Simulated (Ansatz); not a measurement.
Given:

```
CELL_PARAMETERS angstrom
      4.73722     0.00000     0.00000
      0.00000     4.73722     0.00000
      0.00000     0.00000     4.73722
ATOMIC_POSITIONS crystal
  Cs 0.00000 0.00000 0.00000
  Sr 0.50000 0.50000 0.50000
  F  0.00000 0.50000 0.50000
  F  0.50000 0.00000 0.50000
  F  0.50000 0.50000 0.00000
```

Level of theory: PBEsol, rigid bands (plane waves, PAW, scalar-relativistic; Ansatz, a program for electronic structure). Geometry: cell and atoms relaxed with PBEsol.

Problem. What conductivity effective mass do dilute holes have at 300 K?

Solution. 1.90 mₑ.

Problem. Predict the electron conductivity mass (n e² τ/σ) at 300 K, by direction if it differs.

Solution. 0.47 mₑ.

Problem. And the band gap?

Solution. 6.30 eV at this level; semilocal functionals usually fall short of the measured gap.

Rigid bands, one relaxation time for all states, no polarons. Spin-orbit coupling is left out; where it splits the top of the valence band it changes the hole mass and lowers the gap by about a third of the splitting.

Computed structure with no diffraction record at hand here (it may be known, metastable or hypothetical): CsSrF3 (Pm-3m).
